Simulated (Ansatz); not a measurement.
# Quick settings and what they miss: CaZn (Cmcm, 4 atoms in the cell)

Self-consistent single point.

```
CaZn
1.0
    2.05708    -5.48179     0.00000
    2.05708     5.48179     0.00000
    0.00000     0.00000     4.35593
Ca Zn
2 2
Direct
  0.14527   0.85473   0.75000
  0.85473   0.14527   0.25000
  0.43912   0.56088   0.75000
  0.56088   0.43912   0.25000
```

Level of theory: PBEsol, default PAW files made with PBE (plane waves; Ansatz, a program for electronic structure).

Base settings: basis.ecutwfc = 420 eV; kpoints.mp_grid.grid = 10 10 9; hamiltonian.xc = pbesol; hamiltonian.pseudopotentials = {kind: paw} (the program's default PAW files); scf.occupations.method = gaussian; scf.occupations.width = 0.1 eV.

Tight run (finer mesh or higher cutoff; not a proven limit): basis.ecutwfc: 420 eV → 590 eV; kpoints.mp_grid.grid: 10 10 9 → 14 14 13; scf.convergence.dr2_threshold: default (1e-07 eV) → 1e-09 eV. It gave Fermi level (on the code's own zero) 7.56 eV; pressure 1.18 GPa; largest force (vector length) 0.079 eV/Å.

Quick runs, as changes from the base:
- A: the base itself
- B: basis.ecutwfc: 420 eV → 250 eV; kpoints.mp_grid.grid: 10 10 9 → 1 1 1; hamiltonian.xc: pbesol → lda; scf.occupations.width: 0.1 eV → 0.272 eV [LDA (PW92)]
- C: basis.ecutwfc: 420 eV → 295 eV; kpoints.mp_grid.grid: 10 10 9 → 8 8 8; scf.occupations.method: gaussian → methfessel_paxton; scf.occupations.width: 0.1 eV → 0.5 eV; scf.convergence.dr2_threshold: default (1e-07 eV) → 0.001 eV
- D: basis.ecutwfc: 420 eV → 210 eV; kpoints.mp_grid.grid: 10 10 9 → 8 8 8
- E: basis.ecutwfc: 420 eV → 250 eV; kpoints.mp_grid.grid: 10 10 9 → 6 6 6; scf.occupations.method: gaussian → cold; scf.occupations.width: 0.1 eV → 0.2 eV; kpoints.mp_grid.shift: default → 0.5 0.5 0.5; scf.convergence.dr2_threshold: default (1e-07 eV) → 0.001 eV
- F: basis.ecutwfc: 420 eV → 335 eV; kpoints.mp_grid.grid: 10 10 9 → 2 2 2; hamiltonian.xc: pbesol → lda [LDA (PW92)]

Energies are extrapolated to zero smearing width, which holds to low order in the width alone.

Dashes: energy of B, F, another energy zero.

† marks runs with another functional, U, potentials or spin treatment: their distance from the tight run is not a convergence error alone.

The count of work is k-points × plane waves × bands × iterations; it is no time. 

Pressures in the table are Ansatz's without its Pulay estimate, at a fixed set of plane waves; the tight run's value above holds the estimate.

The starting cell comes from a database of computed structures (which also holds hypothetical and non-ambient phases and stackings), without a prior relaxation at this level. Its lattice was rescaled by a random factor within 2.5 % of one.

```tsv
run	energy less tight (meV/atom)	pressure less tight (GPa)	largest miss in a force vector (eV/Å)	count of work / tight
A	-1.6	-0.01	0.026	0.18
B†	–	-30.63	0.734	0.00069
C	87.5	-5.52	0.051	0.054
D	2833.7	-87.01	0.088	0.048
E	679.6	-28.28	0.032	0.014
F†	–	-3.05	0.838	0.0050
```

Among the runs at the tight run's level, the energy misses run from 1.6 to 2833.7 meV/atom.

Keys are those of Ansatz 0.2.
